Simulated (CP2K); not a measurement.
Band structure of Tl2Pd (C2/c, 6 atoms in the cell).

```yaml
crystal:
  lattice:
    - [5.59523, 0.00000, 0.00000]
    - [1.46492, 5.40006, 0.00000]
    - [-2.97961, -2.27900, 4.44635]
  atoms:
    - { symbol: Tl, position: [0.49999, 0.83217, 0.16644] }
    - { symbol: Tl, position: [0.50001, 0.16783, 0.83356] }
    - { symbol: Tl, position: [0.16783, 0.50001, 0.33356] }
    - { symbol: Tl, position: [0.83217, 0.49999, 0.66644] }
    - { symbol: Pd, position: [0.00080, 0.99920, 0.25000] }
    - { symbol: Pd, position: [0.99920, 0.00080, 0.75000] }
```

Method of the run: LDA (Pade form), GPW, DZVP-MOLOPT-SR-GTH basis, GTH-PADE potentials (GTH_POTENTIALS) run with CP2K 2026.2.

Settings: CUTOFF = 500 Ry; REL_CUTOFF = 50 Ry; SMEAR/METHOD = GAUSSIAN; SIGMA = 0.136 eV; KPOINTS/SCHEME = MONKHORST-PACK 3 3 4; GAMMA_CENTERED = T; XC_FUNCTIONAL = PADE; Tl/BASIS_SET = DZVP-MOLOPT-SR-GTH-q13; Tl/POTENTIAL = GTH-PADE-q13; Pd/BASIS_SET = DZVP-MOLOPT-SR-GTH-q18; Pd/POTENTIAL = GTH-PADE-q18; METHOD = GPW; EPS_DEFAULT = 1e-11; EXTRAPOLATION = USE_GUESS.

The starting cell comes from a database of computed structures (which also holds hypothetical and non-ambient phases and stackings), without a prior relaxation at this level. Its lattice was rescaled by a random factor within 2.5 % of one. Spin-orbit coupling is off. Spin polarisation is off. Values carry the incompleteness of an atom-centred basis.

Levels in eV from the Fermi level, bands 41 to 46:
```json
[
 {"point": "X", "41": "-1.79", "42": "-1.77", "43": "-1.59", "44": "0.02", "45": "0.05", "46": "1.03"},
 {"point": "Γ", "41": "-1.82", "42": "-1.57", "43": "-0.42", "44": "-0.22", "45": "-0.20", "46": "0.18"}
]
```

Bands cross the Fermi level along this path, so the cell is metallic at this level.

Higher empty bands are left out: an atom-centred basis made for the valence describes them poorly.
